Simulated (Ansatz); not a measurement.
An Ansatz (a program for electronic structure) input (Ansatz, r2SCAN, PAW, cutoff 500 eV, no spin-orbit coupling):

Ansatz 0.2 input:
```yaml
crystal:
  lattice:
    - [4.5535898866, 0, 0]
    - [2.2767949433, 3.9435245202, 0]
    - [2.2767949433, -1.3145081734, 0.9661280923]
  atoms:
    - { symbol: Nb, position: [0, 0, 0] }
basis: { ecutwfc: 500, ecutrho_ratio: 4, xc_grid: 4, fft_grid_basis: typed }
kpoints: { mp_grid: { grid: [28, 28, 28] } }
hamiltonian:
  xc: r2scan
  dispersion: none
  pseudopotentials: { kind: paw }
scf: { occupations: { method: fermi_dirac, width: 0.1 } }
relax: { f_tol: 0.005, max_steps: 50, cell: { stress_tol: 0.01, fix: [a, b, gamma] } }
output: { forces: true, stress: true }
checkpoint: { write: state.ck, write_every: 1000 }
```

### Question
Which symmetry and how many k-points will the program report, and about how many plane waves at Γ?

### Answer
Space group R-3m (ITA 166) with 12 operations, k-points 2045 of 21952, and 435 plane waves at Γ.

### Question
And the final pressure?

### Answer
1.44 GPa (compression positive).

The cells carry an imposed strain or load. Stability against distortions was not tested. The final runs are not spin-polarised. The cell was made from Nb in the bcc (W type) structure (space group Im-3m, No. 229) by this change: biaxial strain −2.56 %, plane normal [111], relaxed out of plane.
